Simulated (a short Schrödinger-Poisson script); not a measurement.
Stack: symmetric double-gate stack, SiO2 on p-type Si(111), at 300 K.

| layer | material | thickness (nm) | Na (cm⁻³) |
|---|---|---|---|
| 1 | SiO2 | 1.1 | - |
| 2 | Si | 6 | 3e15 |
| 3 | SiO2 | 1.1 | - |

The device is made up for the run: typed textbook-type constants, with dimensions and the other settings drawn at random. SiO2: permittivity 3.9, conduction-band edge (eV) 3.15, gap (eV) 9, electron mass (mₑ) 0.5. Si: permittivity 11.7, conduction-band edge (eV) 0, gap (eV) 1.124, Nv at 300 K (cm⁻³) 3.1e19.

Channel valleys (confinement mass, in-plane density-of-states mass, number): Δ6 0.258, 0.358, 6. At the gates, both at one voltage, the conduction-band edge of layer 1 lies 3.32 eV − eVg above the Fermi level of the channel. Gaps are held at their typed values at every temperature. Mesh 0.03 nm at interfaces.

Solved with a short Schrödinger-Poisson script written for these runs: 1D Poisson equation in equilibrium, electrons classical, Fermi-Dirac, parabolic valleys, classical holes, full ionisation, no traps, pinning or gate leakage.

The same stack at other levels of the model or other numerical settings:

```tsv
run	sheet density of all electrons at Vg = 0.85 V (cm⁻²)	sheet density of all electrons at Vg = 0.25 V (cm⁻²)	capacitance of both gates at Vg = 0.85 V (μF/cm²)	gate voltage at 1e11 electrons/cm² (V)	rough cost against the base
base	2.24e13	3.69e12	5.28	0.04	about 1
electrons treated as classical, Boltzmann	2.37e13	3.76e12	5.77	0.04	0.4
electrons treated as quantum, Hartree	1.80e13	2.69e12	4.50	0.07	7
mesh six times as coarse	2.19e13	3.62e12	5.17	0.04	0.5
```

The classical rows ignore confinement, and Boltzmann statistics overrate the density once the band edge passes the Fermi level.
